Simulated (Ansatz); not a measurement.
Base system: CaC$_{2}$ (space group C2/m, No. 12; a = 7.0682 Å, b = 3.7770 Å, c = 7.3473 Å, α = γ = 90.00°, β = 106.88°; a cell from a computed database, its experimental status unchecked).

It is then changed as follows: an isotropic linear strain of +2.83 %, atoms relaxed at fixed cell.

Levels (all Ansatz, a first-principles code, PAW): PBEsol (420 eV, no spin-orbit coupling); r2SCAN (500 eV, spin-orbit coupling left out); HSE06 (420 eV, no spin-orbit coupling).

One geometry, relaxed with PBEsol, under each level:

```json
[
 {"level": "PBEsol", "band gap": "2.30 eV", "lowest conduction level above the VBM at special points": "L₂ 2.30 eV; Γ 3.15 eV; V₂ 3.21 eV; D 3.61 eV", "pressure": "-4.18 GPa"},
 {"level": "r2SCAN", "band gap": "2.77 eV", "lowest conduction level above the VBM at special points": "L₂ 2.77 eV; Γ 3.62 eV; V₂ 3.69 eV; D 4.10 eV", "pressure": "-3.50 GPa"},
 {"level": "HSE06", "band gap": "3.66 eV", "lowest conduction level above the VBM at special points": "L₂ 3.66 eV; Γ 4.61 eV; V₂ 4.62 eV", "pressure": "–"}
]
```

Single points use the geometry relaxed with PBEsol. Their cutoffs differ, which shifts pressures a little. The hybrid gap comes from the SCF mesh plus the semilocal run's edge points and a few special points and is an upper bound. No phonon test of stability was made.
